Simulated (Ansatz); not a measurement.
We consider TiO2 (I4₁/amd, No. 141, 6 atoms in the cell; start mp-34688; metastable phase), described by r²SCAN0 (Ansatz, a quantum-chemistry and plane-wave program, PAW).

Settings: plane-wave cutoff 520 eV, 6×6×6 k mesh, Fermi–Dirac smearing 0.01 eV, no spin polarisation, scalar-relativistic PAW data made under PBE.

Cell (relaxed with PBEsol):

```cif
data_O4Ti2
_chemical_formula_sum 'Ti2 O4'
_space_group_name_H-M_alt 'P 1'
_space_group_IT_number 1
_cell_length_a 3.76979
_cell_length_b 3.76979
_cell_length_c 5.46974
_cell_angle_alpha 110.158
_cell_angle_beta 110.158
_cell_angle_gamma 90.000
loop_
_space_group_symop_operation_xyz
  'x, y, z'
loop_
_atom_site_label
_atom_site_type_symbol
_atom_site_fract_x
_atom_site_fract_y
_atom_site_fract_z
_atom_site_occupancy
Ti1 Ti 0.12500 0.87500 0.25000 1
Ti2 Ti 0.87500 0.12500 0.75000 1
O1 O 0.33253 0.08253 0.66505 1
O2 O 0.66747 0.91747 0.33495 1
O3 O 0.91747 0.66747 0.83495 1
O4 O 0.08253 0.33253 0.16505 1
```

Problem. Estimate the band gap, smallest direct gap on the k points sampled and Γ–Γ gap that the calculation returns.

Solution. 
band gap: 4.71 eV (indirect)
smallest direct gap on the k points sampled: 5.09 eV
Γ–Γ gap: 5.22 eV

Note: cell and atoms aren't relaxed at this level (largest force component 0.18 eV/Å, pressure -3.6 GPa).

A start named mp-… is a Materials Project structure, which need not be a measured phase.
